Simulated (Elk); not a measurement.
Elk run on CaAu2 (Imma, 6 atoms in the cell): self-consistent single point.

Level of theory: LDA (PW92), all-electron FP-LAPW, Elk's shipped species files, default APW+lo basis (Elk).

```yaml
crystal:
  lattice:
    - [-2.25473, 3.48791, 4.08744]
    - [2.25473, -3.48791, 4.08744]
    - [2.25473, 3.48791, -4.08744]
  atoms:
    - { symbol: Ca, position: [0.70770, 0.45770, 0.25000] }
    - { symbol: Ca, position: [0.29230, 0.54230, 0.75000] }
    - { symbol: Au, position: [0.30065, 0.83990, 0.46075] }
    - { symbol: Au, position: [0.69935, 0.16010, 0.53925] }
    - { symbol: Au, position: [0.87915, 0.83990, 0.03925] }
    - { symbol: Au, position: [0.12085, 0.16010, 0.96075] }
```

Reference input (self-consistent single point, DFT, PBEsol, all-electron FP-LAPW, Elk's shipped species files, default APW+lo basis): xctype = 22; stype = 0; swidth = 0.00367493 Ha; ngridk = 5 5 5; rmtscf = 0.85; maxscl = 100. This run's input differs from it in these lines:

```diff
@@ -2,5 +2,2 @@
   0
-
-xctype
-  22
```

The program printed (abridged):

```
│ Self-consistent loop started │
│ Loop number : 1 │
 total energy                :     -77419.6647158
│ Loop number : 2 │
 total energy                :     -77424.2412984
RMS change in Kohn-Sham potential (target) :   0.3109616946     (  0.1000000000E-05)
Absolute change in total energy (target)   :    4.576582625     (  0.1000000000E-03)
│ Loop number : 3 │
 total energy                :     -77464.8309974
RMS change in Kohn-Sham potential (target) :   0.1806199028     (  0.1000000000E-05)
Absolute change in total energy (target)   :    41.73384462     (  0.1000000000E-03)
│ Loop number : 4 │
   [... lines left out ...]
Absolute change in total energy (target)   :   0.1615828660E-02 (  0.1000000000E-03)
│ Loop number : 14 │
 total energy                :     -77507.2411854
RMS change in Kohn-Sham potential (target) :   0.3651583050E-06 (  0.1000000000E-05)
Absolute change in total energy (target)   :   0.2517824614E-03 (  0.1000000000E-03)
│ Loop number : 15 │
 total energy                :     -77507.2412192
RMS change in Kohn-Sham potential (target) :   0.5328830112E-07 (  0.1000000000E-05)
Absolute change in total energy (target)   :   0.2915816731E-04 (  0.1000000000E-03)
Convergence targets achieved

│ Loop number : 16 │

Energies :
 Fermi                       :     0.275941267405
 total energy                :     -77507.2412314

Density of states at Fermi energy :    59.97105901
 (states/Hartree/unit cell)

Estimated indirect band gap :   0.8401316444E-03
 from k-point      6 to k-point      4
Estimated direct band gap   :   0.2024003608E-01
 at k-point     12

Charges :
 core                        :    212.0000000
 valence                     :    144.0000000
 interstitial                :    12.37812762
 muffin-tins (core leakage)
  species :    1 (Ca)
   atom    1                 :    17.62755042     (  0.6795293004E-06)
   atom    2                 :    17.62755042     (  0.6795293004E-06)
  species :    2 (Au)
   atom    1                 :    77.09169288     (  0.9346551104E-03)
   atom    2                 :    77.09169288     (  0.9346551104E-03)
   atom    3                 :    77.09169288     (  0.9346551104E-03)
   atom    4                 :    77.09169288     (  0.9346551104E-03)
 total in muffin-tins        :    343.6218724
 total calculated charge     :    355.9918299
 total charge                :    356.0000000
 error                       :   0.8170052682E-02

│ Self-consistent loop stopped │
```

The run converged in 16 iterations. The count includes the last loop, which Elk runs after its targets are met. 

The starting cell comes from a database of computed structures (which also holds hypothetical and non-ambient phases and stackings), without a prior relaxation at this level. Its lattice was rescaled by a random factor within 2.5 % of one. Spin-orbit coupling is off. Values depend on the basis (sphere radii, cutoffs, local orbitals), which need not be converged. The log's line on a gap gives a spacing of levels on this mesh, which the program prints for metals too.

Cost on one core of a shared machine: roughly 2 min.
